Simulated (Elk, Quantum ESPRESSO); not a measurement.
A Quantum ESPRESSO input for a self-consistent single point of La3Pb (Pm-3m, 4 atoms in the cell) (DFT, PBEsol, plane waves, GBRV 1.5 ultrasoft (PBESOL) pseudopotentials):

```fortran
&CONTROL
 calculation = 'scf',
 prefix = 'La3Pb',
 outdir = './out',
 pseudo_dir = './',
 tprnfor = .true.,
 tstress = .true.,
/
&SYSTEM
 ibrav = 0,
 nat = 4,
 ntyp = 2,
 ecutwfc = 40,
 ecutrho = 200,
 occupations = 'smearing',
 smearing = 'fd',
 degauss = 0.0073499,
/
&ELECTRONS
 conv_thr = 1e-10,
 mixing_beta = 0.5,
/
ATOMIC_SPECIES
La   138.9055  la_pbesol_v1.uspp.F.UPF
Pb   207.2000  pb_pbesol_v1.uspp.F.UPF
ATOMIC_POSITIONS {angstrom}
La    2.5168740000    2.5168740000    0.0000000000
La    0.0000000000    2.5168740000    2.5168740000
La    2.5168740000    0.0000000000    2.5168740000
Pb    0.0000000000    0.0000000000    0.0000000000
K_POINTS {automatic}
9 9 9  0 0 0
CELL_PARAMETERS {angstrom}
   5.0337480000     0.0000000000     0.0000000000
   0.0000000000     5.0337480000     0.0000000000
   0.0000000000     0.0000000000     5.0337480000
```

Q: Give the Elk input for the same structure, mesh, smearing and functional.

A: One input that does it (others would too):

```
tasks
  0

xctype
  22

tforce
  .true.

rgkmax
  8.0

gmaxvr
  18.0

lmaxapw
  10

lmaxo
  8

nxlo
  2

lorbcnd
  .true.

lradstp
  2

nrmtscf
  2.0

lmaxi
  4

swidth
  0.00367493

maxscl
  100

scale
  9.5124051

avec
    1.0000000000    0.0000000000    0.0000000000
    0.0000000000    1.0000000000    0.0000000000
    0.0000000000    0.0000000000    1.0000000000

sppath
  './'

atoms
  2
  'La.in'
  3
  0.5000000000  0.5000000000  0.0000000000    0.0 0.0 0.0
  0.0000000000  0.5000000000  0.5000000000    0.0 0.0 0.0
  0.5000000000  0.0000000000  0.5000000000    0.0 0.0 0.0
  'Pb.in'
  1
  0.0000000000  0.0000000000  0.0000000000    0.0 0.0 0.0

ngridk
  9 9 9
```

Basis settings and potentials, where a program has them, do not carry over. This input uses DFT, PBEsol, all-electron FP-LAPW, Elk's shipped species files, APW+lo basis with extra local orbitals.

The starting cell comes from a database of computed structures (which also holds hypothetical and non-ambient phases and stackings), without a prior relaxation at this level. Its lattice was rescaled by a random factor within 2.5 % of one.
